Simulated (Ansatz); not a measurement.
## Worked example: self-consistent single point of TlIO₃ (R3m, 5 atoms in the cell) in Ansatz

Method: PBEsol, default PAW files made with PBE (plane waves; Ansatz, a program for electronic structure).

This input was run:

Ansatz 0.2 input:
```yaml
crystal:
  lattice:
    - [3.160247, 1.824569, 2.663399]
    - [-3.160247, 1.824569, 2.663399]
    - [0.000000, -3.649140, 2.663399]
  atoms:
    - { symbol: Tl, position: [0.015008, 0.015008, 0.015008] }
    - { symbol: I, position: [0.501860, 0.501860, 0.501860] }
    - { symbol: O, position: [0.903280, 0.461890, 0.461890] }
    - { symbol: O, position: [0.461890, 0.903280, 0.461890] }
    - { symbol: O, position: [0.461890, 0.461890, 0.903280] }
basis:
  ecutwfc: 420.0
kpoints:
  mp_grid: { grid: [6, 6, 6] }
hamiltonian:
  xc: pbesol
  pseudopotentials: { kind: paw }
scf:
  occupations: { method: fermi_dirac, width: 0.02 }
output:
  forces: true
  eigenvalues: true
  stress: true
```

Output (repeated stretches shortened):

```
WARN ansatz: RAYON_NUM_THREADS=1 ignored (pool sized by the plan → 1); use --threads N
Pseudopotentials: kind: paw
Pseudopotential: Tl, paw, valence charge 13
Pseudopotential: I, paw, valence charge 17
Pseudopotential: O, paw, valence charge 6
Crystal: 5 atoms, lattice volume = 92.144 Å³
Basis set: ecut = 420 eV, 1797 PW (Γ), exchange–correlation on 64×64×64 points (8 copies of the dense FFT grid, shifted against one another)
Bands: 29, of which v1, the nominal top of the filled ones, is band 24 counted from 1 (23 counted from 0)
Symmetry: 6 space group operations
Space group: R3m (ITA 160), of the structure as read, at distance tolerance 4.5e-5 Å
k-points: 32 of 216 (time reversal used)
PAW frozen core: Tl, regenerated for the run's functional, and the local potential with it
PAW frozen core: I, regenerated for the run's functional, and the local potential with it
PAW frozen core: O, regenerated for the run's functional, and the local potential with it
Initial density: superposition of atomic densities (neutral atoms: chi_scale 0, normalization atom), corrected by the library's trained network
Initial wavefunctions: pseudopotential atomic-orbital guess
Eigensolver: davidson
Functional: x = pbesol(κ = 0.804, μ = 0.12345679012345678), c = pbesol(β = 0.046)
SCF iter   1: F=—  HF=-20405.643341 eV  |F-HF|=—  |Δ(HF+E_count)|=         —  Δρ=1.47e-2  dr2=1.81e-1  ethr=1.77e-3  ⟨swp⟩=7.9  Hψ=5032  notcnv=0
all-band conjugate gradients solve this SCF's bands
preconditioner: auto → Resta (q_TF=auto, 2.447 Å⁻¹)
SCF iter   2: F=—  HF=-20405.599686 eV  |F-HF|=—  |Δ(HF+E_count)|=   4.37e-2  Δρ=3.65e-3  dr2=7.39e-3  ethr=3.77e-4  ⟨swp⟩=3.0  Hψ=1896  notcnv=0  defer=32
SCF iter   3: F=—  HF=-20405.598386 eV  |F-HF|=—  |Δ(HF+E_count)|=   1.30e-3  Δρ=1.28e-3  dr2=1.45e-3  ethr=1.54e-5  ⟨swp⟩=2.3  Hψ=1563  notcnv=0  defer=32
SCF iter   4: F=—  HF=-20405.598351 eV  |F-HF|=—  |Δ(HF+E_count)|=   3.48e-5  Δρ=2.53e-4  dr2=8.23e-5  ethr=3.03e-6  ⟨swp⟩=2.3  Hψ=1602  notcnv=0  defer=32
SCF iter   5: F=—  HF=-20405.598333 eV  |F-HF|=—  |Δ(HF+E_count)|=   1.81e-5  Δρ=5.79e-5  dr2=4.66e-6  ethr=1.71e-7  ⟨swp⟩=2.2  Hψ=1382  notcnv=0  defer=32
SCF iter   6: F=—  HF=-20405.598335 eV  |F-HF|=—  |Δ(HF+E_count)|=   1.81e-6  Δρ=1.82e-5  dr2=2.99e-7  ethr=9.71e-9  ⟨swp⟩=2.0  Hψ=1671  notcnv=0  defer=32
SCF iter   7: F=-20405.598335 eV  HF=-20405.598335 eV  |F-HF|=2.20e-8  |Δ(HF+E_count)|=   2.49e-7  Δρ=4.84e-6  dr2=2.50e-8  ethr=2.08e-10  ⟨swp⟩=11.1  Hψ=4345  notcnv=0
SCF 1 converged in 7 iterations: F = -20405.598335 eV  dr2 = 2.50e-8
SCF converged after 7 iterations
Free energy (F): -20405.598335 eV
Harris-Foulkes:  -20405.598335 eV  (|F-HF|=2.20e-8)
Internal energy: -20405.598335 eV  (E = F + TS)
E sigma→0 (E₀):  -20405.598335 eV
Fermi energy:    7.250089 eV
--- Per-component energies (eV) ---
  E_band       = -453.333220
  E_kinetic    = 1044.170048
  E_local      = -4170.150323  (includes V_loc(G=0)·N_el)
  E_nonlocal   = 375.727716
  E_hartree    = 1818.471932
  E_xc         = -574.068572
  E_vxc        = -549.998318  (∫ρ·V_xc dr)
  E_paw        = -15206.487367  (= ΣΔE_a)
  E_vpaw       = -790.034700  (= ΣTr[D̂ρ^β])
  E_aug_tail   = 0.007484  (compensation charges beyond the density's cutoff)
  E_ewald      = -3693.825524
  E_core_change = 0.556271  (= ΣΔE_core)
  E_smearing   = -0.000000  (= −TS)
  E_closure    = -0.000000  (closes the sum)
  Σ components = -20405.598335   (vs F -20405.598335, Δ=0.00e0)
--- Forces (eV/Å), atoms counted from 1 ---
  atom   1  Tl     0.00000000    -0.00000000     0.00442361
  atom   2  I      0.00000000     0.00000004    -0.34826448
  atom   3  O      0.29003132     0.16744965     0.11461985
  atom   4  O     -0.29003132     0.16744965     0.11461985
  atom   5  O     -0.00000000    -0.33489933     0.11461979
  max |Σ_I F_I| component: 1.86e-5 eV/Å
--- Stress (GPa, compression-positive) ---
        0.016481       0.000000      -0.000000
       -0.000000       0.016481       0.000000
       -0.000000       0.000000      -0.272635
  P = ⅓ Tr σ = -0.0799 GPa (-0.799 kbar)
  The stress holds the Pulay correction. Without it, at fixed plane waves, as pw.x and ABINIT print it: P = -0.5151 GPa
--- Band table (eV; the first three rows and the last of 32) ---
  k-point 0: bands = ["-40.8489", "-40.8489", "-40.7350", "-40.7350", "-40.6839", "-14.1234", "-11.0352", "-11.0352", "-3.4173", "-3.0481", "-3.0481", "-3.0053", "-3.0053", "-3.0040", "-0.2267", "-0.1265", "-0.1265", "3.0689", "4.3016", "4.3016", [...]
  k-point 1: bands = ["-40.8489", "-40.8488", "-40.7350", "-40.7349", "-40.6839", "-14.0822", "-11.1003", "-11.0337", "-3.6807", "-3.0514", "-3.0275", "-3.0097", "-3.0065", "-3.0042", "-0.3246", "-0.0978", "0.5217", "2.8490", "4.1661", "4.3072", [...]
  k-point 2: bands = ["-40.8489", "-40.8486", "-40.7350", "-40.7348", "-40.6839", "-13.9938", "-11.2375", "-11.0306", "-4.0612", "-3.0532", "-3.0403", "-3.0138", "-3.0038", "-2.9866", "-0.2257", "-0.0372", "1.2883", "2.7229", "3.9575", "4.2441", [...]
  k-point 31: bands = ["-40.8484", "-40.8484", "-40.7348", "-40.7348", "-40.6840", "-13.6164", "-11.3493", "-11.3493", "-5.8248", "-2.9989", "-2.9989", "-2.9781", "-2.9677", "-2.9677", "1.5697", "1.9086", "1.9086", "3.1449", "3.1449", "3.5529", [...]
```

The run converged in 7 iterations.

The starting cell comes from a database of computed structures (which also holds hypothetical and non-ambient phases and stackings), without a prior relaxation at this level. Its lattice was rescaled by up to half a per cent. One atom was moved a little off its site on purpose. Spin-orbit coupling is off. Ansatz's pressure includes its estimate of the finite-basis (Pulay) stress.
